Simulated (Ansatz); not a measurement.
System: cubic perovskite EuTiO3. Method: PBEsol (Ansatz, a first-principles code, plane waves, PAW).

Numerical settings: plane-wave cutoff 520 eV, 14×14×14 k mesh, Fermi–Dirac smearing 0.05 eV, spin-polarised with parallel moments, scalar-relativistic PAW data made under PBE.

Energies at three volumes about the minimum:

```
V (Å³/atom)  E − E_lowest (meV/atom)
-----------  -----------------------
11.426                          2.92
11.660                          0.00
11.893                          2.71
```

Fit a parabola by hand: where is the minimum, and what is the bulk modulus?

Slopes: (0.00 − 2.92)/(11.660 − 11.426) = -12.479 and (2.71 − 0.00)/(11.893 − 11.660) = 11.631 meV/Å³. Curvature E″ = 2 × (11.631 − (-12.479))/(11.893 − 11.426) = 103.255 meV/Å⁶. From the middle of the first interval, the slope vanishes at V0 = 11.5430 − (-12.479)/103.255 = 11.664 Å³/atom. B = V0 E″ = 11.664 × 103.255 meV/Å³ × 0.1602 GPa per meV/Å³ = 193 GPa. The full Birch–Murnaghan fit to all volumes gives V0 = 11.660 Å³/atom and B0 = 193 GPa.

Measured, for comparison: equilibrium volume per atom 11.91 Å³/atom (temperature not stated, not corrected to a static lattice, from a published cell, temperature and pressure not stated; as tabulated in Acta Crystallographica 6, 67 (1953)). Computed less measured: equilibrium volume per atom -2.1 %.

Note: the magnetic order was assumed, not searched for or taken from measurement; the relaxation could not lower the start's symmetry, so the cell can be a saddle point above a distorted one; the 4f shell is treated without U or exact exchange, so its levels and filling can be wrong; functionals without U or exact exchange can leave correlated insulators metallic, so the missing gap need not be real.
